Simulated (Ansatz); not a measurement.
## ScAl$_{3}$ under load (space group P4/mmm): band-structure transport figures

Given:

```yaml
crystal:
  lattice:
    - [4.09199, 0.00000, 0.00000]
    - [0.00000, 4.09199, 0.00000]
    - [0.00000, 0.00000, 4.06230]
  atoms:
    - { symbol: Sc, position: [0.00000, 0.00000, 0.00000] }
    - { symbol: Al, position: [0.50000, 0.00000, 0.50000] }
    - { symbol: Al, position: [0.00000, 0.50000, 0.50000] }
    - { symbol: Al, position: [0.50000, 0.50000, 0.00000] }
```

Level of theory: PBEsol, rigid bands (plane waves, PAW, scalar-relativistic; Ansatz, a quantum-chemistry and plane-wave program). Condition of this run: biaxial stress xx = yy = -1 GPa (compression positive) (the target of the relaxation). How the cell was made: cell and atoms relaxed with PBEsol, then loaded as said.

```json
{
  "density of states at the Fermi level": "1.26 states/(eV·cell), both spins",
  "bare Sommerfeld coefficient": "0.74 mJ/(mol of atoms·K²)",
  "drude_plasma_energy": "5.7 eV",
  "root-mean-square Fermi velocity": "8.3e5 m/s",
  "resistivity times τ": "15.0 (x), 15.0 (y), 14.5 (z) ×10⁻²² Ω·m·s"
}
```

A metal at this level (no band gap); rigid bands, thermally averaged at 300 K, both spins. Spin-orbit coupling is left out. τ is one relaxation time for all states.

Computed structure with no diffraction record at hand here (it may be known, metastable or hypothetical): ScAl3 under load (space group P4/mmm).
